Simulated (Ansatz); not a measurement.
The starting structures come from a database of crystals and need not be the phases stable at ambient conditions.

By PBEsol, the system below comes out a metal.

The ballistic (Sharvin) conductance counts the channels at the Fermi level: G/A = (e²/h) × channels of both spins per area.

Consider the following.

```yaml
crystal:
  lattice:
    - [5.71527, 0.00000, 0.00000]
    - [0.00000, 7.42132, 0.00000]
    - [2.85764, 3.71066, 3.71587]
  atoms:
    - { symbol: Pb, position: [0.84034, 0.68078, 0.31932] }
    - { symbol: Pb, position: [0.15966, 0.31922, 0.68068] }
    - { symbol: Pb, position: [0.65966, 0.00010, 0.68068] }
    - { symbol: Pb, position: [0.34034, 0.99990, 0.31932] }
    - { symbol: Au, position: [0.25000, 0.50000, 0.00000] }
    - { symbol: Au, position: [0.75000, 0.50000, 0.00000] }
```

Space group of this cell: Ibam. The cell is taken as given; by PBEsol its mean pressure is -2.2 GPa.

The current flows along the normal of the first two printed cell vectors. No spin-orbit coupling; the value is a mean over 0.1 eV about the Fermi level.

Q: Predict the ballistic conductance per area from PBEsol (Ansatz, a first-principles code).

A: 0.50 × 10¹⁵ S/m² for both spins.
